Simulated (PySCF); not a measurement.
PySCF 2.14.0, unrestricted HF/def2-tzvp, df: [SiH3][GeH2], charge 0, multiplicity 2, 7 atoms. The geometry is a generated start, not checked to be a minimum at this level.

```json
{
  "task": "energy",
  "method": "hf",
  "basis": "def2-tzvp",
  "two_electron_scheme": "density fitting",
  "mol.max_memory": "3000 MB",
  "mf.max_cycle": "100",
  "mf.init_guess": "minao (default)",
  "mf.DIIS": "CDIIS (default)",
  "mf.diis_space": "8 (default)",
  "mf.conv_tol": "1e-09 (default)",
  "basis_functions": "115"
}
```

```xyz
7

Si    -0.9581     0.0920    -0.0665
Ge     1.3574    -0.1651    -0.5667
H     -1.7303    -0.7081    -1.0184
H     -1.2997     1.5033    -0.2361
H     -1.3274    -0.3179     1.2914
H      1.8711    -1.3396     0.3315
H      2.0870     0.9354     0.2649
```

Charge 0 and multiplicity 2 are set for this test and not shown to be the ground state.

One run each on 2 threads, 1 BLAS thread. Values of level_shift (Hartree) tried: 0 (default), 0.1, 0.3, 1.

**Question.** How does the count of Fock builds change with level_shift (Hartree), and where is it least?

**Answer.** Fewest Fock builds: 0 (default) with 15. The count rises to 32 at 1. All converge to one solution.

```tsv
level_shift (Hartree)	Fock builds	end
0 (default)	15	same solution
0.1	17	same solution
0.3	20	same solution
1	32	same solution
```
